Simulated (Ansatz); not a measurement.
Phonon-limited resistivity of TiB₂ (P6/mmm) against temperature in μΩ·cm, PBEsol, DFPT electron-phonon coupling, linearised Boltzmann equation (Ansatz, a first-principles code), harmonic crystal at a fixed cell. x, y and z are the axes of this cell:
```
TiB2
1.0
    3.01736     0.00000     0.00000
   -1.50868     2.61311     0.00000
    0.00000     0.00000     3.18500
Ti B
1 2
Direct
  0.00000   0.00000   0.00000
  0.33333   0.66667   0.50000
  0.66667   0.33333   0.50000
```

```tsv
T	ρ (x, y)	ρ (z)
150 K	1.26	1.48
200 K	2.6	3.2
250 K	4.2	5.2
273 K	5.0	6.2
300 K	…	7.4
350 K	7.6	9.7
400 K	9.3	…
500 K	12.6	16.3
600 K	15.8	…
800 K	22	29
```

Some entries are withheld; supply them.


- 300 K, ρ (x, y): 5.9
- 400 K, ρ (z): 11.9
- 600 K, ρ (z): 21

A metal at this level (no band gap). Only scattering by harmonic phonons is included (no impurities, grain boundaries, electron-electron scattering or thermal expansion). Spin-orbit coupling is left out. Halving the electron mesh (32x32x28) moves the resistivity by up to 15 %. Smearing 0.20 eV; phonons on a 5x5x4 q mesh, which this run doesn't test and which matters most at low temperature.
